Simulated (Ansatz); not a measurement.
**Response to strain in AlN**

Take AlN in the wurtzite structure (space group P6_3mc, No. 186; a = 3.089 Å, c = 4.943 Å) as the base. Axes: x lies along a and z along c of the hexagonal cell.

Strains are applied to the cell and any free atomic positions relax.

All numbers come from LDA (Ansatz, a first-principles code), scalar-relativistic without spin-orbit coupling.

Notes on the quantities. pressure: mean of the normal stresses, compression positive; energy relative to the base: free energy F.

```json
[
 {"variant": "base", "pressure": "-0.1 kbar", "energy relative to the base": "0 meV/atom", "shortest interatomic distance": "1.876 Å", "electron mass": "0.32 mₑ (at Γ)"},
 {"variant": "uniaxial strain ε_zz = +0.60 %", "pressure": "-11.8 kbar", "energy relative to the base": "(withheld)", "shortest interatomic distance": "1.879 Å", "electron mass": "0.30 mₑ along z, 0.32 mₑ across (at Γ)"},
 {"variant": "uniaxial strain ε_zz = +1.20 %", "pressure": "-23.3 kbar", "energy relative to the base": "(withheld)", "shortest interatomic distance": "1.882 Å", "electron mass": "0.30 mₑ along z, 0.32 mₑ across (at Γ)"},
 {"variant": "uniaxial strain ε_zz = +1.80 %", "pressure": "-34.4 kbar", "energy relative to the base": "+3.8 meV/atom", "shortest interatomic distance": "1.885 Å", "electron mass": "(withheld)"},
 {"variant": "uniaxial strain ε_zz = +2.40 %", "pressure": "-45.3 kbar", "energy relative to the base": "+6.8 meV/atom", "shortest interatomic distance": "1.887 Å", "electron mass": "0.28 mₑ along z, 0.32 mₑ across (at Γ)"},
 {"variant": "uniaxial strain ε_zz = +3.00 %", "pressure": "-55.9 kbar", "energy relative to the base": "+11 meV/atom", "shortest interatomic distance": "1.890 Å", "electron mass": "0.28 mₑ along z, 0.32 mₑ across (at Γ)"}
]
```

Question: Fill in the withheld entries from the trend.

Answer: 
- uniaxial strain ε_zz = +0.60 %, energy relative to the base: +0.5 meV/atom
- uniaxial strain ε_zz = +1.20 %, energy relative to the base: +1.7 meV/atom
- uniaxial strain ε_zz = +1.80 %, electron mass: 0.29 mₑ along z, 0.32 mₑ across (at Γ)

The levels and masses belong to the bands next to the band gap. Effective masses come from finite differences of ±0.01 Å⁻¹. Stability against distortions was not tested.
